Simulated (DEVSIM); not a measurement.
Device: abrupt GaAs p-n junction, at 300 K.

Layer 1 from the left is GaAs, thickness (μm) 12.0, Na (cm⁻³) 1.9e17, τn (s) 4e-9, τp (s) 4e-9. Layer 2 from the left is GaAs, thickness (μm) 130, Nd (cm⁻³) 4e14, τn (s) 4e-9, τp (s) 4e-9.

Left contact: ohmic. Right contact: ohmic. Voltage is applied to the left contact. Recombination: SRH at mid-gap, Auger. Mobility is μmin + (μ − μmin)/(1 + (N/Nref)^α).

This is a model device: material constants are rounded textbook-type values typed into the input, and sizes, dopings and lifetimes were drawn at random. Values at 300 K.

GaAs: gap (eV) 1.424, affinity (eV) 4.07, permittivity 12.9, Nc (cm⁻³) 4.7e17, Nv (cm⁻³) 9e18, μn (cm²/Vs) 8500, μp (cm²/Vs) 400, μn,min 500, μp,min 20, Nref,n 6e16, Nref,p 1.5e17, αn 0.39, αp 0.38, Cn (cm⁶/s) 1e-30, Cp (cm⁶/s) 1e-30.

**Question.** Estimate by hand the built-in potential, the peak field at zero bias, the capacitance at -1.5 V, and compare with a numerical solution.

**Answer.** 
- Built-in potential: ni = √(Nc Nv) exp(−Eg/2kT) = 2250000 cm⁻³ with Eg = 1.424 eV; Vbi = kT/q ln(Na Nd/ni²) = 1.142 V; numerical 1.142 V.
- Peak field at zero bias: depletion approximation: W = √(2εVbi/(qN)) = 2.02 μm with N = 3.99e14 cm⁻³; field = 2Vbi/W = 11300 V/cm; numerical 24200 V/cm (estimate below by 53 %).
- Capacitance at -1.5 V: C = √(qεN / 2(Vbi + |V|)) = 3.72 nF/cm²; numerical 3.78 nF/cm² (estimate below by 1.7 %).

Model (solved in DEVSIM): 1D drift-diffusion, Boltzmann statistics, complete ionisation; no tunnelling, impact ionisation, image-force lowering or self-heating.
